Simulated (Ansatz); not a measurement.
Relaxation of the outer planes of the (320) surface of fcc Cu in its 1x1 cell, outermost plane spacing 0.50 Å in the ideal cut.

The numbers are results of PBE (plane waves to 420 eV, PAW; Ansatz, an electronic-structure program), not measurements.

Slab: 21 atoms, 10.1 Å thick at the start (thin: gaps and levels are the slab's own); k 11x6x1, smearing 0.1 eV, dipole-corrected; all atoms relaxed; held to the part of the start's symmetry that mesh and held atoms allow; no spin, no spin-orbit, no U.

| plane | atoms | bulk spacing to the next (Å) | relaxed spacing (Å) | change (%) | rumpling (Å) |
|---|---|---|---|---|---|
| 1 | Cu | 0.503 | 0.451 | -10.3 | 0.00 |
| 2 | Cu | 0.503 | 0.421 | -16.3 | 0.00 |
